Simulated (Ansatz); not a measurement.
Take Rh in the fcc (Cu type) structure (space group Fm-3m, No. 225; a = 3.800 Å) as the base. Axes: x, y, z lie along the cube axes.

Method: r2SCAN/PAW in Ansatz (an electronic-structure program), spin-orbit coupling left out.

Base values:

```
Item                             Value
-----------------------------  -------
Pressure                       0.0 GPa
Shortest interatomic distance  2.687 Å
```

One thing is altered: biaxial strain +3.58 %, plane normal [110], relaxed out of plane (Cartesian); in-plane vectors clamped, the third vector and the atoms free.

**Question.** Estimate the effect on the pressure.

**Answer.** The pressure (mean of the normal stresses, compression positive) goes from zero to -11.8 GPa.

**Question.** What happens to the energy relative to the base?

**Answer.** The energy rises by 58 meV/atom.

**Question.** What happens to the shortest interatomic distance?

**Answer.** The shortest interatomic distance falls by 0.050 Å, from 2.687 Å to 2.637 Å.

A biaxial case was relaxed in a doubled cell and then solved in the primitive one. Without a gap, meshes like the base's 21×21×21 leave anisotropic stresses uncertain by several tenths of a GPa, and small strain energies with them. No phonon test of stability was made. All final runs are without spin polarisation. Rh lies near a magnetic instability that expansion can trigger; it was not tested.
